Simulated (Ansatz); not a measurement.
This Ansatz (a quantum-chemistry and plane-wave program) input is the reference run, ZnInGaO$_{4}$ (space group R3m, No. 160), computed with r2SCAN/PAW in Ansatz, no SOC, earlier PAW set:

Ansatz 0.2 input:
```yaml
crystal:
  lattice:
    - [1.6555060296, 0.9558068518, 8.5874159601]
    - [-1.6555060296, 0.9558068518, 8.5874159601]
    - [0, -1.9116137036, 8.5874159601]
  atoms:
    - { symbol: In, position: [0.9969324943, 0.9969324943, 0.9969324943] }
    - { symbol: Ga, position: [0.2128978692, 0.2128978692, 0.2128978692] }
    - { symbol: Zn, position: [0.7812647848, 0.7812647848, 0.7812647848] }
    - { symbol: O, position: [0.1365163826, 0.1365163826, 0.1365163826] }
    - { symbol: O, position: [0.8789646447, 0.8789646447, 0.8789646447] }
    - { symbol: O, position: [0.2886208428, 0.2886208428, 0.2886208428] }
    - { symbol: O, position: [0.7048029816, 0.7048029816, 0.7048029816] }
basis: { ecutwfc: 500, ecutrho_ratio: 4, xc_grid: 4, fft_grid_basis: typed }
kpoints: { mp_grid: { grid: [12, 12, 12] } }
hamiltonian:
  xc: r2scan
  dispersion: none
  pseudopotentials: { azcp: { folder: ./paw }, kind: paw }
scf: { occupations: { method: fermi_dirac, width: 0.05 }, convergence: { dr2_threshold: 0.0000000007 } }
output: { forces: true, stress: true }
```

Task: Write the input for this change: biaxial strain −4.77 %, plane normal [001], relaxed out of plane (Cartesian); in-plane vectors clamped, the third vector and the atoms free.

Result: 
Ansatz 0.2 input:
```yaml
crystal:
  lattice:
    - [3.1530767839, 0, 0]
    - [1.576538392, 2.730644595, 0]
    - [1.576538392, -0.910214865, 8.7922258307]
  atoms:
    - { symbol: In, position: [0.0061350114, 0.9969324943, 0.9907974829] }
    - { symbol: Ga, position: [0.5742042616, 0.2128978692, 0.6386936076] }
    - { symbol: Zn, position: [0.4374704304, 0.7812647848, 0.3437943544] }
    - { symbol: O, position: [0.7269672348, 0.1365163826, 0.4095491478] }
    - { symbol: O, position: [0.2420707106, 0.8789646447, 0.6368939341] }
    - { symbol: O, position: [0.4227583144, 0.2886208428, 0.8658625284] }
    - { symbol: O, position: [0.5903940368, 0.7048029816, 0.1144089448] }
basis: { ecutwfc: 500, ecutrho_ratio: 4, xc_grid: 4, fft_grid_basis: typed }
kpoints: { mp_grid: { grid: [12, 12, 12] } }
hamiltonian:
  xc: r2scan
  dispersion: none
  pseudopotentials: { azcp: { folder: ./paw }, kind: paw }
scf: { occupations: { method: fermi_dirac, width: 0.05 } }
relax: { f_tol: 0.005, max_steps: 50, cell: { stress_tol: 0.01, fix: [a, b, gamma] } }
output: { forces: true, stress: true }
checkpoint: { write: state.ck, write_every: 1000 }
```
This is the input that was run; other choices of cell and start would serve too.

Whether these cells are dynamically stable was not tested.
